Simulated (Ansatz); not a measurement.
## SnTe: pressure series

Base system: SnTe in the rock salt structure (space group Fm-3m, No. 225).

Space group Fm-3m (No. 225); a = b = c = 6.409 Å, α = β = γ = 90.00°

```json
[
 {"atom": "Te", "site": "4a", "symmetry": "m-3m", "x": "0.0000", "y": "0.0000", "z": "0.0000"},
 {"atom": "Sn", "site": "4b", "symmetry": "m-3m", "x": "0.5000", "y": "0.5000", "z": "0.5000"}
]
```
(The calculation used a cell of 2 atoms; values per cell refer to that cell.)

Cell and atoms are relaxed at each pressure.

Computed with Kohn–Sham DFT with the PBE functional, run in Ansatz (a quantum-chemistry and plane-wave program) with PAW and 420 eV plane waves, scalar-relativistic without spin-orbit coupling, earlier PAW set.

Notes on the quantities. enthalpy: H = E + PV relative to the base's energy.

| change | band gap | lattice parameter a | enthalpy |
|---|---|---|---|
| base | 0.05 eV | 6.409 Å | – |
| pressure −2 GPa | 0.20 eV | 6.530 Å | -0.42 eV/atom |
| pressure −1 GPa | 0.12 eV | 6.466 Å | -0.21 eV/atom |
| pressure 0.9 GPa | zero | 6.365 Å | +0.18 eV/atom |
| pressure 15 GPa | zero | 5.946 Å | +2.71 eV/atom |
| pressure 22.5 GPa | zero | ? | +3.90 eV/atom |
| pressure 30 GPa | zero | 5.709 Å | +5.02 eV/atom |

Problem. Fill in the withheld entries from the trend.

Solution. 
- pressure 22.5 GPa, lattice parameter a: 5.813 Å

Spin-orbit coupling, missing from the scalar runs, can matter with Te. Load acts through the strain it causes; cell and atoms are relaxed under it. No phonon test of stability was made. Competing high-pressure phases were not computed. All final runs are without spin polarisation. A zero or small gap of SnTe can be the functional's error rather than a property of the material.
